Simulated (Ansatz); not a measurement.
How the band gap of LiSrH3 (model structure, from the BaLiH3 type, Pm-3m, No. 221) moves with the method

No measured value is used here.

### Question
Put these levels in order of the band gap that they give for LiSrH3 (model structure, from the BaLiH3 type, Pm-3m, No. 221), smallest first: PBE+SOC (Ansatz, a quantum-chemistry and plane-wave program), PBE0 (Ansatz), r²SCAN+SOC (Ansatz).

### Answer
PBE+SOC (1.88 eV), r²SCAN+SOC (2.44 eV), PBE0 (3.47 eV)

Computed values are for a static lattice. Levels without +SOC have no spin–orbit coupling; where heavier elements are present it shifts gaps, mostly down, and can invert bands.  Values are at the PBEsol cell. Cutoffs and k meshes differ between the levels. Ansatz's density-functional and Hartree–Fock values are scalar-relativistic unless marked +SOC, with PAW data made under PBE.

A model structure was made by putting elements into a prototype or built by hand; it is no filed structure, need not be a known phase, and can be a saddle point held by its symmetry.
